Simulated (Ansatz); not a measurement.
Amorphous Si24O47Cl2, 73 atoms at 2.21 g/cm³, one PBE-relaxed geometry, zone centre. Methods: PBE, scalar-relativistic without spin-orbit coupling (Ansatz, a program for electronic structure); r2SCAN, scalar-relativistic without spin-orbit coupling (Ansatz); HSE06, scalar-relativistic without spin-orbit coupling (Ansatz). Plane waves to 420 eV (r2SCAN 500 eV); exact exchange is cut at the cell's faces. At PBE the levels at the filled edge of the gap are localised (band-tail or defect states). All rungs ran without spin polarisation.

The cell was made by melting and quenching with the CHGNet potential and then relaxed with DFT. Anions were pushed apart under 1.9 Å during the dynamics, to hinder bonds among them. The hot cell started wider than the set density and was brought back towards it in steps. It is the lowest in DFT energy of 2 quenches. It is a model cell: composition and starting density were chosen by hand, and all elements were melted together. No dispersion term was used. Its density started from a set value of 2.21 and ended at 2.21 g/cm³. The quench (nominally 320 K/ps over its main leg) was far faster than any real one, so the model tends to hold more defects than a real film. A cell of this size samples the disorder only roughly. The volume was held where the preparation left it and the shape relaxed, at a PBE pressure of 0.5 GPa.

The relaxation ran on the zone centre alone. At PBE the level gap is 5.39 eV on a 2×2×2 Γ-centred mesh, and the spacing at the zone centre alone 5.41 eV.

Q: What zone-centre spacing does r2SCAN give, roughly?

A: 6.10 eV (+0.69 eV against PBE).

Q: What zone-centre spacing does HSE06 give, roughly?

A: 7.07 eV (+1.67 eV against PBE).

The highest filled and the lowest empty state spread over these numbers of atoms (participation numbers): PBE: 13.3 and 67.9; r2SCAN: 11.9 and 67.2; HSE06: 2.8 and 67.0.
